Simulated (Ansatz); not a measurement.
Take InSb in the zinc blende structure (space group F-43m, No. 216; a = 6.5561 Å) as the base. Axes: x, y, z lie along the cube axes.

Level of theory: DFT with r2SCAN, PAW potentials and a 500 eV plane-wave cutoff in Ansatz (an electronic-structure program), without spin-orbit coupling.

Base values:

```
Item                            Result
-----------------------------  -------
Pressure                       0.0 GPa
Shortest interatomic distance  2.839 Å
```

One thing is altered: uniaxial strain ε_zz = +2.00 %, all other strain components held at zero; the atoms relax in the strained cell.

Question: Predict the new energy relative to the base.

Answer: The energy rises by 2.7 meV/atom.

Question: What happens to the pressure?

Answer: The pressure (mean of the normal stresses, compression positive) goes from zero to -0.8 GPa.

Question: Estimate the effect on the shortest interatomic distance.

Answer: The shortest interatomic distance grows by 0.019 Å (2.839 Å → 2.858 Å).

Stability against distortions was not tested. The final runs are not spin-polarised. Gaps under 0.05 eV, about the width of the smearing, are given as zero.
